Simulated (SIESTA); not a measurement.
Worked example: self-consistent single point of Mg2Ge (Fm-3m, 3 atoms in the cell) in SIESTA.

Method of the run: GGA PBE with spin-orbit coupling, numerical atomic orbitals DZP, PseudoDojo PBE fully relativistic norm-conserving potentials (rewritten from UPF to PSML) (SIESTA).

```xyz
3
Lattice="0.0000 3.1950 3.1950 3.1950 0.0000 3.1950 3.1950 3.1950 0.0000" Properties=species:S:1:pos:R:3 pbc="T T T"
Mg     1.5975     1.5975     1.5975
Mg     4.7925     4.7925     4.7925
Ge     0.0000     0.0000     0.0000
```

Reference input (self-consistent single point, DFT, GGA PBE, numerical atomic orbitals DZP, PseudoDojo PBE standard norm-conserving potentials (rewritten from UPF to PSML)): XC.functional = GGA; XC.authors = PBE; potentials = PseudoDojo PBE standard; PAO.BasisSize = DZP; PAO.EnergyShift = 0.005 Ry; MeshCutoff = 400 Ry; kgrid.MonkhorstPack = 7 7 7; OccupationFunction = FD; ElectronicTemperature = 0.02 eV; MaxSCFIterations = 150; SCF.Mixer.Method = Pulay; SCF.Mixer.Weight = 0.2. This run's input differs from it in these lines:

```diff
@@ -1,2 +1,2 @@
-# files in the folder: Mg.psml Ge.psml (PseudoDojo PBE standard)
+# files in the folder: Mg.psml Ge.psml (PseudoDojo PBE fully relativistic)
 SystemName  Mg2Ge
@@ -35,2 +35,8 @@
 ElectronicTemperature        0.02 eV
+Spin                         spin-orbit
+%block DM.InitSpin
+  1 0.00 0.00 0.00
+  2 0.00 0.00 0.00
+  3 0.00 0.00 0.00
+%endblock DM.InitSpin
```

Output, abridged:

```
        iscf     Eharris(eV)        E_KS(eV)     FreeEng(eV)     dDmax    Ef(eV) dHmax(eV)
   scf:    1    -5650.893099    -5660.558247    -5660.558247  0.734532 -3.887902  4.235306
     spin moment: {S} , |S| = {    0.00000    0.00000    0.00000 }     0.00000
   scf:    2    -5661.154438    -5660.874679    -5660.874679  0.033788 -3.759787  3.067808
     spin moment: {S} , |S| = {   -0.00000   -0.00000   -0.00000 }     0.00000
   scf:    3    -5661.156531    -5661.064526    -5661.064996  0.069090 -3.554150  0.879343
     spin moment: {S} , |S| = {    0.00000    0.00000   -0.00000 }     0.00000
   scf:    4    -5661.077100    -5661.071342    -5661.071475  0.013509 -3.575043  0.046559
     spin moment: {S} , |S| = {    0.00000   -0.00000    0.00000 }     0.00000
   scf:    5    -5661.071458    -5661.071420    -5661.071578  0.000849 -3.571098  0.009003
     spin moment: {S} , |S| = {   -0.00000    0.00000    0.00000 }     0.00000
   scf:    6    -5661.071428    -5661.071422    -5661.071586  0.000244 -3.569899  0.001778
     spin moment: {S} , |S| = {   -0.00000   -0.00000   -0.00000 }     0.00000
   scf:    7    -5661.071424    -5661.071423    -5661.071587  0.000016 -3.569968  0.000835
     spin moment: {S} , |S| = {    0.00000    0.00000   -0.00000 }     0.00000
SCF Convergence by DM+H criterion
max |DM_out - DM_in|         :     0.0000159968
max |H_out - H_in|      (eV) :     0.0008345769
SCF cycle converged after 7 iterations

Using DM_out to compute the final energy and forces

siesta: E_KS(eV) =            -5661.0714

siesta: E_KS - E_eggbox =     -5661.0714

siesta: Atomic forces (eV/Ang):
     1    0.000070    0.000070    0.000070
     2   -0.000070   -0.000070   -0.000070
     3    0.000000    0.000000    0.000000
   Tot    0.000000    0.000000    0.000000
   Max    0.000070
   Res    0.000057    sqrt( Sum f_i^2 / 3N )
   Max    0.000070    constrained

Stress tensor Voigt[x,y,z,yz,xz,xy] (kbar):      -28.89      -28.89      -28.89       -0.50       -0.50       -0.50
(Free)E + p*V (eV/cell)    -5659.8953
Target enthalpy (eV/cell)    -5661.0716

   [... lines left out ...]
siesta: FreeEng =     -5661.071587
siesta: Cell volume =         65.229280 Ang**3
siesta:          28.89256700         28.89807622  kBar
   [... lines left out ...]

Mulliken Atomic Populations:
Atom #   charge [q] valence [e]           S      Sx [e]      Sy [e]      Sz [e]  Species
     1     0.643511    9.356489    0.000000    0.000000   -0.000000    0.000000  Mg
     2     0.643511    9.356489    0.000000   -0.000000    0.000000   -0.000000  Mg
     3    -1.287022   15.287022    0.000000    0.000000    0.000000    0.000000  Ge
 Total     0.000000                0.000000    0.000000    0.000000   -0.000000
```

The run converged in 7 iterations. Against the reference run the pressure hardly changes (2.94 to 2.89 GPa) and the gap on the mesh goes from 0.193 to 0.117 eV. The full log also holds: “initDM: WARNING: atom 1 has a closed-shell and cannot be polarized”. The full log also holds: “initDM: WARNING: atom 2 has a closed-shell and cannot be polarized”.

The starting cell has typed, rounded lattice constants, without a prior relaxation at this level. Values carry the incompleteness of an atom-centred basis.

Cost on one core of a shared machine: roughly 80 s.
